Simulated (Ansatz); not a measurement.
## Ta under a change: biaxial strain +0.84 %, plane normal [110], relaxed out of plane

Take Ta in the bcc (W type) structure (space group Im-3m, No. 229; a = 3.306 Å; relaxed with 0.1 eV smearing) as the base. Axes: x, y, z lie along the cube axes.

It is then changed as follows: tensile biaxial strain of 0.84 % in the plane normal to [110], as in epitaxy on a mismatched substrate; the out-of-plane cell vector and the atoms relax.

Calculations: DFT with r2SCAN, PAW potentials and a 500 eV plane-wave cutoff in Ansatz (an electronic-structure program), scalar-relativistic without spin-orbit coupling. Settings: 28×28×28 k-points, 0.1 eV Fermi–Dirac smearing.

```tsv
quantity	base	changed	shift
volume per atom	18.07 Å³	18.21 Å³	+0.14 Å³
space group	Im-3m (No. 229)	Fmmm (No. 69)	–
shortest interatomic distance	2.863 Å	2.854 Å	-0.009 Å
energy relative to the base (free energy F)	0 meV/atom	+2.2 meV/atom	+2.2 meV/atom
pressure (mean of the normal stresses, compression positive)	0.0 GPa	-1.5 GPa	-1.5 GPa
band gap	zero	zero	–
out-of-plane strain	–	-0.90 %	–
ratio −ε⊥/ε∥	–	1.07	–
mean in-plane stress (compression positive)	–	-2.3 GPa	–
```

No phonon test of stability was made. All final runs are without spin polarisation.
